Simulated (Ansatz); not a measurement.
# Phonon-limited transport in PdSb$_{2}$ (Pa-3)

Given:

```xyz
12
Lattice="6.4642 0.0000 0.0000 0.0000 6.4642 0.0000 0.0000 0.0000 6.4642" Properties=species:S:1:pos:R:3 pbc="T T T"
Sb     2.4080     2.4080     2.4080
Sb     4.0562     4.0562     4.0562
Sb     0.8241     4.0562     5.6401
Sb     5.6401     2.4080     0.8241
Sb     5.6401     0.8241     4.0562
Sb     0.8241     5.6401     2.4080
Sb     4.0562     5.6401     0.8241
Sb     2.4080     0.8241     5.6401
Pd     0.0000     0.0000     0.0000
Pd     3.2321     0.0000     3.2321
Pd     3.2321     3.2321     0.0000
Pd     0.0000     3.2321     3.2321
```

All values below come from PBEsol, DFPT electron-phonon coupling, linearised Boltzmann equation (plane waves, PAW, scalar-relativistic; Ansatz, a program for electronic structure). Geometry: relaxed with this functional, without spin-orbit coupling.

```
Item                                 Result
-------------------------  ----------------
resistivity at 600 K               64 μΩ·cm
Hall coefficient at 600 K  -220 ×10⁻¹¹ m³/C
```

A metal at this level (no band gap). Only scattering by harmonic phonons is included (no impurities, grain boundaries, electron-electron scattering or thermal expansion). Spin-orbit coupling is left out. The run warned that the eigensolver left some states short of its tolerance. Halving the electron mesh (16x16x16) moves the resistivity by up to 14 % at 600 K. Smearing 0.20 eV; phonons on a 2x2x2 q mesh, which this run doesn't test.

Formula and space group known from diffraction (Crystallography Open Database), not checked to be the room-temperature form: PdSb2 (Pa-3).
